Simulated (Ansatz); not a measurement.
Abridged Ansatz (a first-principles code) output:

```
Relaxation: its limit of steps is 50 (relax.max_steps)
Pseudopotential: Al, paw, valence charge 3
Pseudopotential: Ti, paw, valence charge 12
Crystal: 4 atoms, lattice volume = 67.599 Å³
Basis set: ecut = 420 eV, 1347 PW (Γ), exchange–correlation on 54×54×72 points (8 copies of the dense FFT grid, shifted against one another)
Bands: 15, of which v1, the nominal top of the filled ones, is band 11 counted from 1 (10 counted from 0)
Symmetry: 16 space group operations
k-points: 405 of 4913
Functional: x = pbe(κ = 0.804, μ = 0.2195149727645171), c = pbe(β = 0.06672455060314922)
SCF iter   1: F=—  HF=-4113.621456 eV  |F-HF|=—  |Δ(HF+E_count)|=         —  Δρ=3.40e-3  dr2=9.14e-3  ethr=1.77e-3  ⟨swp⟩=5.8  Hψ=35889  notcnv=0
SCF iter   2: F=—  HF=-4113.620274 eV  |F-HF|=—  |Δ(HF+E_count)|=   1.18e-3  Δρ=1.67e-3  dr2=2.09e-3  ethr=4.35e-5  ⟨swp⟩=1.5  Hψ=9657  notcnv=0
SCF 1 converged in 6 iterations: F = -4113.620050 eV  dr2 = 2.81e-9
relax step   1: F+E_penalty+E_count = -4113.62005049 eV  Δ(F+E_penalty+E_count) = +0.000e0 eV  max|allowed force component| = 1.388e-17 eV/Å  Δτ_max = 0.0000 Å  P = -5.434 GPa  Ω = 67.599 Å³  fix = [a, b, gamma]  reactions: a -8.394, b -8.394 GPa  (6 SCF iters, dr2 threshold 1.00e-7 eV, accepted)
[... steps on the carried basis left out ...]
relax step   3: F+E_penalty+E_count = -4113.62026143 eV  Δ(F+E_penalty+E_count) = -2.016e-4 eV  max|allowed force component| = 9.714e-17 eV/Å  Δτ_max = 0.0000 Å  P = -5.663 GPa  Ω = 67.777 Å³  energy of the carried Pulay correction = -5.646e-5 eV  fix = [a, b, gamma]  reactions: a -8.494, b -8.494 GPa  (6 SCF iters, dr2 threshold 3.45e-7 eV, accepted)
Crystal: 4 atoms, lattice volume = 67.777 Å³
SCF iter   1: F=—  HF=-4113.620309 eV  |F-HF|=—  |Δ(HF+E_count)|=         —  Δρ=3.10e-5  dr2=1.75e-8  ethr=6.20e-8  ⟨swp⟩=2.7  Hψ=50405  notcnv=0
SCF iter   2: F=—  HF=-4113.620318 eV  |F-HF|=—  |Δ(HF+E_count)|=   8.87e-6  Δρ=1.57e-5  dr2=4.24e-9  ethr=8.36e-11  ⟨swp⟩=2.0  Hψ=8755  notcnv=0
SCF 4 converged in 9 iterations: F = -4113.620319 eV  dr2 = 1.90e-16
SCF converged after 9 iterations
Free energy (F): -4113.620319 eV
Internal energy: -4113.601629 eV  (E = F + TS)
E sigma→0 (E₀):  -4113.610974 eV
Entropy (-TS):   -0.018690 eV (-4.672 meV/atom)
Fermi energy:    8.835466 eV
--- Forces (eV/Å), atoms counted from 1 ---
  atom   1  Al    -0.00000000     0.00000000    -0.00000000
  atom   2  Al     0.00000000     0.00000000    -0.00000000
  atom   3  Al    -0.00000000    -0.00000000     0.00000000
  atom   4  Ti    -0.00000000     0.00000000     0.00000000
--- Stress (GPa, compression-positive) ---
       -8.493176      -0.000000       0.000000
       -0.000000      -8.493176      -0.000000
        0.000000      -0.000000      -0.000056
  P = ⅓ Tr σ = -5.6621 GPa (-56.621 kbar)
--- Relaxed structure (3 steps of the walk, 3 accepted, 1 SCFs on fresh bases) ---
  cell:  # Å, volume = 67.7767 Å³
    - [4.0008673066, -8.436236819832878e-112, -8.511900569277041e-34]
    - [-8.436236819832878e-112, 4.0008673066, -5.674600379518027e-34]
    - [2.0004336533, -2.0004336533, 4.234206252794804]
  atoms:
    - { symbol: Al, position: [0.49999999999999994, 0.49999999999999994, -7.838260200501201e-36] }
    - { symbol: Al, position: [0.24999999999999997, 0.24999999999999997, 0.49999999999999994] }
    - { symbol: Al, position: [0.7499999999999999, 0.7499999999999999, 0.49999999999999994] }
    - { symbol: Ti, position: [-1.5690310407832319e-34, -1.345961783859577e-35, -1.638908951013886e-35] }
```

**Question.** What was computed, and what are the main results?

**Answer.** TiAl3, 4 atoms in the cell, with DFT with PBE, PAW potentials and a 420 eV plane-wave cutoff in Ansatz, without spin-orbit coupling. The last SCF converged to F = -4113.620319 eV, or -1028.4051 eV per atom, at a pressure of -5.66 GPa. The total energy compares only with runs of the same code, potentials and settings.

Without a gap, meshes like the base's 17×17×17 leave anisotropic stresses uncertain by several tenths of a GPa, and small strain energies with them. The cells carry an imposed strain or load. Stability against distortions was not tested. The final runs are not spin-polarised. The cell was made from TiAl₃ (space group I4/mmm, No. 139) by this change: biaxial strain +4.03 %, plane normal [001], relaxed out of plane.

Keys are those of Ansatz 0.2.
